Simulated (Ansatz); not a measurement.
The structure below was relaxed with Ansatz (a first-principles code), r2SCAN, PAW, cutoff 500 eV, spin-orbit coupling left out.

```
CELL_PARAMETERS angstrom
     -1.76709     1.76709     1.76709
      1.76709    -1.76709     1.76709
      1.76709     1.76709    -1.76709
ATOMIC_POSITIONS crystal
  Cd 0.00000 0.00000 0.00000
```

### Question
Find the space group and the Wyckoff positions.

### Answer
Space group Im-3m (No. 229); a = 3.534 Å, b = 3.534 Å, c = 3.534 Å, α = 90.00°, β = 90.00°, γ = 90.00°

| atom | site | symmetry | x | y | z |
|---|---|---|---|---|---|
| Cd | 2a | m-3m | 0.0000 | 0.0000 | 0.0000 |

### Question
Describe the coordination.

### Answer
The crystal has 2 atoms in its conventional cell. Conventional cell: a = 3.534 Å, b = 3.534 Å, c = 3.534 Å, α = 90.00°, β = 90.00°, γ = 90.00°. Cd is coordinated by 8 Cd at 3.061 Å and 6 Cd at 3.534 Å. (Neighbours: up to the widest gap in distance over summed covalent radii, below 1.35, at either atom.)

Stability against distortions was not tested. The cell was made from Ta by this change: Ta → Cd; the result is a model cell, its experimental status unchecked. This is not the structure that Cd has at room temperature and ambient pressure.
